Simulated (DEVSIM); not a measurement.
Device: abrupt Si p-n junction, at 400 K.

Layer 1 from the left is Si, thickness (μm) 12.0, Na (cm⁻³) 1.5e19, τn (s) 1.5e-5, τp (s) 1.5e-5. Layer 2 from the left is Si, thickness (μm) 0.280, Nd (cm⁻³) 2.2e17, τn (s) 1.5e-5, τp (s) 1.5e-5.

Left contact: ohmic. Right contact: ohmic. Voltage is applied to the left contact. Recombination: SRH at mid-gap, radiative. Mobility is μmin + (μ − μmin)/(1 + (N/Nref)^α).

The device is made up for the run: typed textbook-type constants, with dimensions and the other settings drawn at random. Values at 300 K; Nc and Nv go as T^1.5, mobilities as T to minus their exponent, the gap by Varshni's rule with the affinity fixed.

Si: gap (eV) 1.124, affinity (eV) 4.05, permittivity 11.7, Nc (cm⁻³) 2.86e19, Nv (cm⁻³) 3.1e19, μn (cm²/Vs) 1417, μp (cm²/Vs) 470, μn,min 52, μp,min 45, Nref,n 9.7e16, Nref,p 2.2e17, αn 0.68, αp 0.72, T exponent of μn 2.3, T exponent of μp 2.2, B (cm³/s) 4.7e-15, Varshni α (eV/K) 0.000473, Varshni β (K) 636.

Problem. Estimate by hand the built-in potential, the peak field at zero bias, and compare with a numerical solution.

Solution. 
- Built-in potential: ni = √(Nc Nv) exp(−Eg/2kT) = 5.68e12 cm⁻³ with Eg = 1.096 eV; Vbi = kT/q ln(Na Nd/ni²) = 0.874 V; numerical 0.874 V.
- Peak field at zero bias: depletion approximation: W = √(2εVbi/(qN)) = 0.0722 μm with N = 2.17e17 cm⁻³; field = 2Vbi/W = 242000 V/cm; numerical 308000 V/cm (estimate below by 21 %).

Simulated with DEVSIM: 1D drift-diffusion, Boltzmann statistics, complete ionisation; no tunnelling, impact ionisation, image-force lowering or self-heating.
